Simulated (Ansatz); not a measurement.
Take MgTe in the wurtzite structure (space group P6_3mc, No. 186; a = 4.561 Å, c = 7.413 Å) as the base. Axes: x lies along a and z along c of the hexagonal cell.

Computed with PBEsol (Ansatz, a program for electronic structure, PAW, no SOC), earlier PAW set.

Before the change:

The band gap comes out as 2.39 eV and the valence-band top at Γ comes out as 0.00, -0.02, -0.02 eV.

Now apply this change: the symmetric strain tensor [-0.0181 -0.0194 -0.0183; -0.0194 0.0197 0.0072; -0.0183 0.0072 0.0090], atoms relaxed at fixed cell.

Estimate the effect on the band gap, largest internal atomic displacement, energy relative to the base and valence-band top at Γ.

The band gap decreases by 0.193 eV (2.39 eV → 2.19 eV); the largest internal atomic displacement amounts to 0.081 Å; the energy grows by 5.4 meV/atom; the valence-band top at Γ (three highest levels, from the VBM) becomes 0.00, -0.13, -0.24 eV (base: 0.00, -0.02, -0.02 eV).

Spin-orbit coupling, missing from the scalar runs, can matter with Te. Whether these cells are dynamically stable was not tested.
